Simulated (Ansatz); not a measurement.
K2S: isotropic strain +3.00 %

Consider K2S in the anti-fluorite structure (space group Fm-3m, No. 225; a = 7.336 Å).

Modification: every lattice vector is stretched by 3.00 %; the atoms relax in the strained cell.

Level of theory: PBEsol in Ansatz (plane waves to 420 eV, PAW, scalar-relativistic without spin-orbit coupling). Γ-centred 8×8×8 mesh, Fermi–Dirac width 0.05 eV.

The volume per atom increases by 3.05 Å³ (32.90 Å³ → 35.95 Å³) and the shortest interatomic distance increases by 9.5 pm, from 317.7 pm to 327.2 pm. The energy rises by 15 meV/atom and the pressure drops by 1.46 GPa to -1.45 GPa. The band gap drops by 0.21 eV to 2.14 eV and the gap character remains indirect, X → Γ. The smallest direct gap decreases by 0.29 eV, from 2.58 eV to 2.29 eV and the mean gap deformation potential ΔEg/Δln V is -2.4 eV. The width of the top valence band falls by 0.08 eV (0.23 eV → 0.15 eV) and the electron mass is still 0.35 mₑ (at Γ). The valley order (the lowest conduction-band minima on the path, energy above the VBM, named in the base's zone) becomes Γ 2.14 eV; X along ⟨100⟩ 3.40 eV (base: Γ 2.35 eV; X along ⟨100⟩ 3.42 eV).

Effective masses come from finite differences of ±0.01 Å⁻¹. Stability against distortions was not tested.

Ansatz is a quantum-chemistry and plane-wave program.
